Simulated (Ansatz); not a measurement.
The parent structure is BeS in the zinc blende structure (space group F-43m, No. 216).

```
CELL_PARAMETERS angstrom
      0.00000     2.43431     2.43431
      2.43431     0.00000     2.43431
      2.43431     2.43431     0.00000
ATOMIC_POSITIONS crystal
  Be 0.00000 0.00000 0.00000
  S  0.25000 0.25000 0.25000
```

Cartesian axes are those of the cell as printed.

The values are results of Kohn–Sham DFT with the r2SCAN functional, run in Ansatz (an electronic-structure program) with PAW and 500 eV plane waves, no SOC, not measurements.

Strains are applied to the cell and any free atomic positions relax; under biaxial strain the out-of-plane vector relaxes too.

One change was made to it. Results:

```csv
quantity,base,after
"pressure (mean of the normal stresses, compression positive)",0.0 kbar,20.9 kbar
smallest direct gap,6.22 eV,5.97 eV
energy relative to the base (free energy F),0 meV/atom,+3.4 meV/atom
```

Question: Name the change that was made.
A) biaxial strain −0.42 %, plane normal [111], relaxed out of plane
B) biaxial strain −2.08 %, plane normal [111], relaxed out of plane
C) biaxial strain −2.50 %, plane normal [111], relaxed out of plane
D) biaxial strain −1.25 %, plane normal [111], relaxed out of plane
E) biaxial strain −0.83 %, plane normal [111], relaxed out of plane

Answer: D, biaxial strain −1.25 %, plane normal [111], relaxed out of plane. For comparison, the energy relative to the base in the other runs: biaxial strain −2.50 %, plane normal [111], relaxed out of plane gives +14 meV/atom; biaxial strain −2.08 %, plane normal [111], relaxed out of plane gives +9.7 meV/atom; biaxial strain −0.42 %, plane normal [111], relaxed out of plane gives +0.4 meV/atom; biaxial strain −0.83 %, plane normal [111], relaxed out of plane gives +1.5 meV/atom.

Whether these cells are dynamically stable was not tested.
